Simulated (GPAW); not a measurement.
A self-consistent single point of Cr3Cu (Pm-3m, 4 atoms in the cell) with GPAW.

Method: LDA (Perdew-Wang 92), GPAW PAW datasets LDA (gpaw-data 1.0.1) (plane waves; GPAW 25.7.0).

The change in words: lattice scaled by 0.98. Reference geometry:
```
Cr3Cu
1.0
    3.60192     0.00000     0.00000
    0.00000     3.60192     0.00000
    0.00000     0.00000     3.60192
Cr Cu
3 1
Direct
  0.00000   0.50000   0.50000
  0.50000   0.00000   0.50000
  0.50000   0.50000   0.00000
  0.00000   0.00000   0.00000
```

Reference input (self-consistent single point, DFT LDA (Perdew-Wang 92), plane waves, GPAW PAW datasets LDA (gpaw-data 1.0.1)): mode = pw; ecut = 800 eV; xc = LDA; kpts = 12 12 12; mesh shift (steps) = 0 0 0; occupations.name = methfessel-paxton; occupations.width = 0.1 eV; occupations.order = 0; nbands = -8; convergence.density = 1e-05 e/electron; convergence.energy = 1e-05 eV/electron; symmetry.symmorphic = false. This run's input differs from it in these lines:

```diff
@@ -5,5 +5,5 @@
 atoms = Atoms(['Cr', 'Cr', 'Cr', 'Cu'],
-              cell=[[3.601920, 0.000000, 0.000000],
-                    [0.000000, 3.601920, 0.000000],
-                    [0.000000, 0.000000, 3.601920]],
+              cell=[[3.529882, 0.000000, 0.000000],
+                    [0.000000, 3.529882, 0.000000],
+                    [0.000000, 0.000000, 3.529882]],
               scaled_positions=[[0.000000, 0.500000, 0.500000],
```

Output (repeated stretches shortened):

```
     iter     time        total  log10-change:
                         energy   eigst   dens
iter:   1 --:--:--   -42.638740
iter:   2 --:--:--   -40.761359   -0.22  -0.89
iter:   3 --:--:--   -36.025198   +0.19  -0.92
iter:   4 --:--:--   -35.695758   -0.44  -1.38
iter:   5 --:--:--   -38.680012   -0.01  -1.64
   [... 13 lines left out ...]
iter:  19 --:--:--   -35.333498   -3.26  -3.23
iter:  20 --:--:--   -35.334119   -3.36  -3.24
iter:  21 --:--:--   -35.333776   -3.57  -3.33
iter:  22 --:--:--   -35.334006   -3.22  -3.23
iter:  23 --:--:--   -35.333787c  -3.78  -3.41
iter:  24 --:--:--   -35.333684   -3.67  -3.53
   [... lines left out ...]
iter:  54 --:--:--   -35.333718c  -6.40  -5.16c
iter:  55 --:--:--   -35.333718c  -6.50  -5.00
iter:  56 --:--:--   -35.333718c  -6.56  -5.03c
iter:  57 --:--:--   -35.333718c  -6.63  -5.01c
iter:  58 --:--:--   -35.333718c  -6.69  -5.03c
iter:  59 --:--:--   -35.333718c  -6.63  -5.07c
iter:  60 --:--:--   -35.333718c  -6.80  -5.49c
   [... 4 lines left out ...]
iter:  65 --:--:--   -35.333718c  -7.14  -5.70c
iter:  66 --:--:--   -35.333718c  -7.16  -5.68c
iter:  67 --:--:--   -35.333718c  -7.28  -5.66c
iter:  68 --:--:--   -35.333718c  -7.38  -5.72c
iter:  69 --:--:--   -35.333718c  -7.41c -5.56c
Converged after 69 iterations.

Dipole moment: (-0.000000, -0.000000, 0.000000) |e|*Ang

Energy contributions relative to reference atoms: (reference = -130531.147133)

Kinetic:        -47.114470
Potential:      +29.091992
External:        +0.000000
XC:             -17.776374
Entropy (-ST):   -0.017594
Local:           +0.473931
SIC:             +0.000000
--------------------------
Free energy:    -35.342515
Extrapolated:   -35.333718

Showing only first 2 kpts
 Kpt  Band  Eigenvalues  Occupancy
  0    12     11.95632    0.00000
  0    13     11.95632    0.00000
  0    14     11.95632    0.00000
  0    15     12.65772    0.00000

  1    12     11.74742    0.00000
  1    13     11.74742    0.00000
  1    14     11.93768    0.00000
  1    15     12.56675    0.00000

Fermi level: 10.80961

No gap
No difference between direct/indirect transitions
Energy (eV): -35.333718

Forces in eV/Ang:
  0 Cr    0.00000    0.00000    0.00000
  1 Cr    0.00000    0.00000    0.00000
  2 Cr   -0.00000    0.00000    0.00000
  3 Cu    0.00000    0.00000    0.00000

Stress tensor:
     0.024062     0.000000     0.000000
     0.000000     0.024062     0.000000
     0.000000     0.000000     0.024062
Stress (GPa, Voigt): [3.8551 3.8551 3.8551 0.     0.     0.    ]
```

The run converged in 69 iterations. GPAW prints stress with tension positive. Against the reference run the free energy falls by 44.9 meV/atom and the pressure goes from -17.32 to -3.86 GPa.

The starting cell comes from a database of computed structures (which also holds hypothetical and non-ambient phases and stackings), without a prior relaxation at this level. For this run, on top of that: lattice scaled by 0.98. Spin polarisation is off. With a pressure of about -4 GPa the cell is away from its equilibrium volume at this level.

Cost on one core of a shared machine: roughly 4 min.
